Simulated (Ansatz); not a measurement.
**Rh: response to strain**

Base system: Rh in the fcc (Cu type) structure (space group Fm-3m, No. 225; a = 3.802 Å; relaxed with 0.1 eV smearing). Axes: x, y, z lie along the cube axes.

Strains are applied to the cell and any free atomic positions relax; under biaxial strain the out-of-plane vector relaxes too; under stress the whole cell relaxes.

Method: Kohn–Sham DFT with the r2SCAN functional, run in Ansatz (a quantum-chemistry and plane-wave program) with PAW and 500 eV plane waves, without spin-orbit coupling, earlier PAW set.

Notes on the quantities. energy relative to the base: free energy F; pressure: mean of the normal stresses, compression positive.

```json
[
 {"variant": "base", "energy relative to the base": "0 meV/atom", "space group": "Fm-3m (No. 225)", "pressure": "0.0 GPa", "volume per atom": "13.74 Å³"},
 {"variant": "biaxial strain −2.52 %, plane normal [001], relaxed out of plane", "energy relative to the base": "+27 meV/atom", "space group": "I4/mmm (No. 139)", "pressure": "8.9 GPa", "volume per atom": "13.36 Å³"},
 {"variant": "biaxial strain −2.33 %, plane normal [001], relaxed out of plane", "energy relative to the base": "+23 meV/atom", "space group": "I4/mmm (No. 139)", "pressure": "8.1 GPa", "volume per atom": "13.38 Å³"},
 {"variant": "biaxial strain +0.69 %, plane normal [001], relaxed out of plane", "energy relative to the base": "+1.8 meV/atom", "space group": "I4/mmm (No. 139)", "pressure": "-2.1 GPa", "volume per atom": "13.84 Å³"},
 {"variant": "biaxial strain +1.14 %, plane normal [001], relaxed out of plane", "energy relative to the base": "[?]", "space group": "I4/mmm (No. 139)", "pressure": "[?]", "volume per atom": "[?]"},
 {"variant": "biaxial strain −0.82 %, plane normal [110], relaxed out of plane", "energy relative to the base": "+3.4 meV/atom", "space group": "Immm (No. 71)", "pressure": "3.2 GPa", "volume per atom": "13.58 Å³"},
 {"variant": "biaxial strain −0.38 %, plane normal [111], relaxed out of plane", "energy relative to the base": "+0.8 meV/atom", "space group": "R-3m (No. 166)", "pressure": "1.6 GPa", "volume per atom": "13.66 Å³"},
 {"variant": "uniaxial strain ε_zz = −2.57 %", "energy relative to the base": "+13 meV/atom", "space group": "I4/mmm (No. 139)", "pressure": "7.9 GPa", "volume per atom": "13.38 Å³"},
 {"variant": "uniaxial stress, 8 GPa compression along z", "energy relative to the base": "+8.5 meV/atom", "space group": "I4/mmm (No. 139)", "pressure": "–", "volume per atom": "13.62 Å³"},
 {"variant": "uniaxial stress, 0.5 GPa compression along z", "energy relative to the base": "0.0 meV/atom", "space group": "I4/mmm (No. 139)", "pressure": "–", "volume per atom": "13.73 Å³"}
]
```

Complete the table.


- biaxial strain +1.14 %, plane normal [001], relaxed out of plane, energy relative to the base: +5.0 meV/atom
- biaxial strain +1.14 %, plane normal [001], relaxed out of plane, pressure: -3.3 GPa
- biaxial strain +1.14 %, plane normal [001], relaxed out of plane, volume per atom: 13.91 Å³

Stability under load was not tested beyond the relaxation. All final runs are without spin polarisation.
